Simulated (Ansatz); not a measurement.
Base system: CoSi₂ (space group Fm-3m, No. 225; a = 5.315 Å; non-magnetic).

All numbers come from DFT with r2SCAN, PAW potentials and a 500 eV plane-wave cutoff in Ansatz (a program for electronic structure), spin-orbit coupling left out.

Before the change:

- Pressure = 0.0 GPa

It is then changed as follows: the cell is scaled by 0.9956 in all directions; the atoms relax in the strained cell.

Q: Estimate the effect on the energy relative to the base and pressure.

A: The energy goes up by 1.4 meV/atom; the pressure goes from zero to 2.7 GPa.

Whether these cells are dynamically stable was not tested. Starting moments died away, wholly or in part, for the base; another magnetic solution may exist. All final runs are without spin polarisation. An odd electron count without spin: CoSi2.
